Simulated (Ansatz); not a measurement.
Results of LDA (plane waves, PAW; Ansatz, a first-principles code) for PtBi₂ (within 0.1 Å of P-3m1, No. 164, 3 atoms in the cell; start mp-1092293).

Numerical settings: plane-wave cutoff 520 eV, 16×16×10 k mesh (along the axes of the cell as run), Fermi–Dirac smearing 0.05 eV, scalar-relativistic PAW data made under PBE.

Cell (relaxed at this level):

```yaml
crystal:
  lattice:
    - [3.47968, -2.01090, 0.05864]
    - [3.47968, 2.01090, 0.05864]
    - [-0.09417, 0.00000, 5.49975]
  atoms:
    - { symbol: Bi, position: [0.33337, 0.33337, 0.73457] }
    - { symbol: Bi, position: [0.66663, 0.66663, 0.26543] }
    - { symbol: Pt, position: [0.00000, 0.00000, 0.00000] }
```

Problem. What does this level give for the bulk modulus?

Solution. 
- bulk modulus = 58.5 GPa

The run finds no gap.

Note: the bulk modulus is −V dP/dV from two relaxed cells at ±2 % in volume.

Spin–orbit coupling is not included; it can shift volumes and moduli of such heavy elements.

It cost very roughly 11 core-minutes of CPU time.

A start named mp-… is a Materials Project structure, which need not be a measured phase.
